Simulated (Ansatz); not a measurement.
Take SiO₂ in the CdI2 type structure (space group P-3m1, No. 164; a = 2.670 Å, c = 4.509 Å; a hypothetical phase, not in the database extracts checked; layered, stacked along the Cartesian z axis) as the base.

Now apply this change: cell and atoms relaxed at a pressure of 50 GPa.

Levels (all Ansatz, an electronic-structure program, PAW, earlier PAW set): PBEsol-D3(BJ) (420 eV, spin-orbit coupling left out); HSE06+SOC (420 eV, noncollinear with spin-orbit coupling).

The geometry is relaxed with PBEsol-D3(BJ).

- PBEsol-D3(BJ) band gap: 7.16 eV
- PBEsol-D3(BJ) valence-band top at Γ: 0.00, -2.11, -2.11 eV

Question: What does HSE06+SOC give at this geometry for the band gap and valence-band top at Γ?

Answer: The band gap rises by 2.19 eV to 9.35 eV; the valence-band top at Γ (three highest Kramers pairs, from the VBM) becomes 0.00, -2.07, -2.10 eV (PBEsol-D3(BJ): 0.00, -2.11, -2.11 eV).

Single points use the geometry relaxed with PBEsol-D3(BJ). Differences between runs with and without spin-orbit coupling are approximate. Load acts through the strain it causes; cell and atoms are relaxed under it. Stability against distortions was not tested. No other phases were tried under pressure.
